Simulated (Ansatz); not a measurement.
The starting structures come from a database of crystals and need not be the phases stable at ambient conditions.

 Where the default PAW files enter, the runs use the earlier of Ansatz's two default sets.

Tunnelling through a barrier is set by its complex band structure: the current falls as exp(−2κd) with the smallest κ.

Given:

```
CELL_PARAMETERS angstrom
      4.63263     0.00000     0.00000
      0.00000     9.80636     0.00000
      0.00000     0.00000     4.63263
ATOMIC_POSITIONS crystal
  Ba 0.50000 0.35951 0.00000
  Ba 0.00000 0.64049 0.50000
  Cd 0.50000 0.00000 0.50000
  Cd 0.00000 0.00000 0.00000
  Sb 0.50000 0.81539 0.00000
  Sb 0.00000 0.18461 0.50000
  F  0.50000 0.50000 0.50000
  F  0.00000 0.50000 0.00000
```

Space group of this cell: P4/nmm. The cell is taken as given.

Transport runs along the normal of the first two printed cell vectors, the (100) plane of the conventional cell.

The gap is the functional's own, uncorrected, and κ follows it; spin-orbit coupling is left out. Mid-gap values are interpolated between the computed energies.

### Question
State the band gap and the smallest decay constant κ at mid-gap according to r2SCAN (Ansatz, a first-principles code).

### Answer
Gap 0.55 eV on a 8×4×8 mesh; κ = 0.088 1/Å, at the zone centre.
